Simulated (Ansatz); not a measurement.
Model glasses of amorphous InGaZnO4, 63 to 70 atoms (In9Ga9Zn9O36 before any change). Each row is one cell at a composition chosen by hand, melted whole on the CHGNet potential with the anions pushed apart under 1.9 Å, quenched within some picoseconds, far faster than a real film, and relaxed with PBE, scalar-relativistic without spin-orbit coupling (plane waves to 420 eV, PAW; Ansatz, a quantum-chemistry and plane-wave program). Each is the lower in DFT energy of 2 quenches. Cycles of charging and discharging were tried on some cells ahead of these points, and a cell that came back lower was taken. The column on the box says what of it was relaxed with the atoms; held means as the quench left it. Cells that kept moments or hold spare charge are left out.

At the relaxed places, the spacing of the highest filled and the lowest empty level was computed at the zone centre with PBE and with HSE06, without spin polarisation. A level counts as spread where PBE shares it among more than a fifth of the atoms; else the element of the atom with the largest weight is named. Formal charges balance in every cell (each cation at its usual highest valence, Cu and Ag at +1, Sb at +3, H at +1, O at −2, N at −3, F and Cl at −1). Exact exchange is cut at the faces of these small cells, which leaves the hybrid a finite-size error. Where a level is localised, the spacing isn't the band gap.

```tsv
cell	change	box	highest filled on	lowest empty on	spacing, PBE (eV)	spacing, HSE06 (eV)
In9Ga9Zn9O37Ag2	+2 Ag, +1 O	volume and shape	Ag	spread	0.36	1.87
In9Ga9Zn9O36	none	held	O	spread	0.66	2.23
In9Ga9Zn9O38Sn	+2 O, +1 Sn	volume and shape	O	spread	0.70	2.25
In9Ga9Zn9O37Na2	+2 Na, +1 O	shape	O	spread	0.80	2.38
In9Ga9Zn9O39Al2	+2 Al, +3 O	volume and shape	O	spread	0.82	2.36
In9Ga9Zn9O37Li2	+2 Li, +1 O	shape	spread	spread	0.92	withheld
In9Ga9Zn9O38Zr	+2 O, +1 Zr	shape	O	spread	1.06	2.64
In9Ga9Zn9O41Nb2	+2 Nb, +5 O	shape	spread	spread	1.14	2.70
```

### Question
Fit a straight line of the last column on the one before it through the 7 full rows, and predict the withheld value for In9Ga9Zn9O37Li2.

### Answer
Means: x = 0.791, y = 2.347. Slope = Σ(Δx Δy) / Σ(Δx²) = 0.4324 / 0.4063 = 1.064; intercept = 2.347 − (1.064) × 0.791 = 1.505 eV; r.m.s. residual 0.017 eV. Prediction: 1.505 + (1.064) × 0.92 = 2.48 eV. The run gave 2.47 eV, a miss of 0.01 eV, within the residual.
